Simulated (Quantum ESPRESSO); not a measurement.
Density of states of Nb8N5 (Cmmm, 13 atoms in the cell).

```
CELL_PARAMETERS angstrom
      3.07030    -4.40725     0.00000
      3.07030     4.40725     0.00000
      0.00000     0.00000     6.23808
ATOMIC_POSITIONS crystal
  Nb 0.24514 0.24514 0.75073
  Nb 0.75486 0.75486 0.24927
  Nb 0.75486 0.75486 0.75073
  Nb 0.24514 0.24514 0.24927
  Nb 0.74708 0.25292 0.50000
  Nb 0.25292 0.74708 0.50000
  Nb 0.24834 0.75166 0.00000
  Nb 0.75166 0.24834 0.00000
  N  0.50000 0.50000 0.00000
  N  0.50000 0.00000 0.74843
  N  0.50000 0.00000 0.25157
  N  0.00000 0.50000 0.25157
  N  0.00000 0.50000 0.74843
```

Level of theory: LDA (PZ), GBRV 1.5 ultrasoft (LDA) pseudopotentials (plane waves; Quantum ESPRESSO).

SCF settings: ecutwfc = 40 Ry; ecutrho = 320 Ry; occupations = smearing; smearing = marzari-vanderbilt; degauss = 0.0147 Ry; potentials = {Nb: nb_lda_v1.uspp.F.UPF, N: n_lda_v1.2.uspp.F.UPF}; K_POINTS = automatic 5 5 5 1 1 1; conv_thr = 1e-10 Ry. Keys of the DOS step: nscf.calculation = nscf; nscf.occupations = tetrahedra_opt; nscf.nbnd = 77; nscf.startingwfc = random; nscf.diago_thr_init = 1e-06; nscf.diagonalization = cg; nscf.K_POINTS = automatic 8 8 8 0 0 0; dos.x.fildos = dos.dat; dos.x.Emin = -15 eV; dos.x.Emax = 30 eV; dos.x.DeltaE = 0.1 eV.

The starting cell comes from a database of computed structures (which also holds hypothetical and non-ambient phases and stackings), without a prior relaxation at this level. Spin polarisation is off; with an odd number of electrons in the cell that forces a metal, and a magnetic state may lie lower.

Total DOS (both spins), as means of the tabulated values in each energy bin; the zero is the program's Fermi level or highest filled level, and the curve is cut to this window:

| E (eV) | states/eV/cell |
|---|---|
| -7.80 | 1.31 |
| -7.40 | 3.65 |
| -7.00 | 7.16 |
| -6.60 | 8.25 |
| -6.20 | 8.97 |
| -5.80 | 16.6 |
| -5.40 | 11.7 |
| -5.00 | 9.70 |
| -4.60 | 5.99 |
| -4.20 | 1.95 |
| -3.80 | 1.28 |
| -3.40 | 2.99 |
| -3.00 | 3.95 |
| -2.60 | 6.25 |
| -2.20 | 8.66 |
| -1.80 | 8.48 |
| -1.40 | 7.51 |
| -1.00 | 9.52 |
| -0.60 | 7.09 |
| -0.20 | 7.06 |
| 0.20 | 7.40 |
| 0.60 | 7.20 |
| 1.00 | 8.31 |

Around zero the curve holds about 7.2 states/eV/cell.
